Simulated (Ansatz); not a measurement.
Consider HfN in the rock salt structure (space group Fm-3m, No. 225; relaxed with 0.1 eV smearing).

```yaml
crystal:
  lattice:
    - [0.00000, 2.26306, 2.26306]
    - [2.26306, 0.00000, 2.26306]
    - [2.26306, 2.26306, 0.00000]
  atoms:
    - { symbol: N, position: [0.00000, 0.00000, 0.00000] }
    - { symbol: Hf, position: [0.50000, 0.50000, 0.50000] }
```

Cartesian axes are those of the cell as printed.

Level of theory: r2SCAN (Ansatz, a first-principles code, PAW, without spin-orbit coupling), earlier PAW set.

The change: biaxial strain −3.57 %, plane normal [001], relaxed out of plane (Cartesian); in-plane vectors clamped, the third vector and the atoms free.

**Question.** What happens to the energy relative to the base, out-of-plane strain and in-plane stress?

**Answer.** The energy increases by 72 meV/atom; the out-of-plane strain amounts to +1.45 %; the mean in-plane stress (compression positive) comes out as +30.7 GPa.

Stability against distortions was not tested. The final runs are not spin-polarised. An odd electron count without spin: HfN.
